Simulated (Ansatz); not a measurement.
Consider Si in the diamond structure (space group Fd-3m, No. 227; a = 5.470 Å).

Calculations: DFT with PBE, PAW potentials and a 420 eV plane-wave cutoff in Ansatz (a program for electronic structure), without spin-orbit coupling, earlier PAW set.

Carriers are added at fixed cell with a uniform background; the Fermi–Dirac width is that of 300 K.

One change was made to it. Results:

```json
[
 {"quantity": "valley order (the lowest conduction-band minima on the path, energy above the VBM, named in the base's zone)", "base": "a point along ⟨100⟩, about 1.0 Å⁻¹ from Γ 0.61 eV; L along ⟨111⟩ 1.46 eV", "after": "a point along ⟨100⟩, about 1.0 Å⁻¹ from Γ 0.64 eV; L along ⟨111⟩ 1.47 eV"},
 {"quantity": "Fermi level relative to the doped band's edge (positive inside the band; to 0.05 eV)", "base": "–", "after": "+0.25 eV"}
]
```

**Question.** Which change produced these results?
(A) electrons 3.0×10^21 cm⁻³
(B) holes 1.0×10^21 cm⁻³
(C) holes 3.0×10^21 cm⁻³

**Answer.** B, holes 1.0×10^21 cm⁻³. For comparison, the Fermi level from band edge in the other runs: holes 3.0×10^21 cm⁻³ gives +0.55 eV; electrons 3.0×10^21 cm⁻³ gives +0.50 eV.

Charged cell with a jellium background: band edges are those of the host's band count, energies are not comparable with the neutral cell, and many-body gap narrowing is missing. The levels and masses belong to the bands next to the band gap. Stability against distortions was not tested.
